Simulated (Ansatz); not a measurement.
Model: Si(111) 1x1 surface, 6 top atoms, 3 bilayers, bottom bilayer H-capped and fixed, every top atom capped by H; cell 11.5 x 6.6 Å; two neighbouring H replaced by OH; about 7 Å thick over the host's atoms, 18 atoms held. These are PBE-D3(BJ) (plane waves to 420 eV, PAW; Ansatz, a quantum-chemistry and plane-wave program) values and carry that method's errors. k mesh 1 x 2 x 1. The slab states were run without spin polarisation. No spin-orbit coupling. Slab thickness, cell and mesh are as stated and are not converged limits. No zero-point or entropy terms are included.

End point of the saddle search for this step (that it has no second negative curvature is not shown): SnCl4 exchanges a ligand with a surface O-H group and HCl forms. Atoms near the reaction:

```
atom    x (Å)  y (Å)   z (Å)
------  -----  -----  ------
Si(16)  5.728  3.371   9.586
H(29)   3.784  6.794  10.991
O(46)   5.501  3.531  11.309
H(47)   4.513  4.224  11.804
H(49)   2.158  3.697  11.769
Sn(a0)  6.301  3.039  13.140
Cl(a1)  3.593  4.837  12.786
Cl(a2)  8.343  4.135  13.100
Cl(a3)  6.345  0.725  13.072
Cl(a4)  5.490  3.478  15.267
```

**Question.** Which atoms move along the unstable mode, and how sharp is the barrier?

**Answer.** 
| atom | x | y | z (unit mode) |
|---|---|---|---|
| H(47) | -0.47 | 0.35 | 0.41 |
| Sn(a0) | 0.25 | -0.16 | -0.20 |
| Cl(a4) | -0.08 | 0.05 | -0.34 |
| Cl(a1) | -0.23 | 0.21 | -0.09 |
The curvature along the mode is -1.7 eV/Å^2 (its overall sign is arbitrary for the vector); the point lies 0.96 eV over the start.
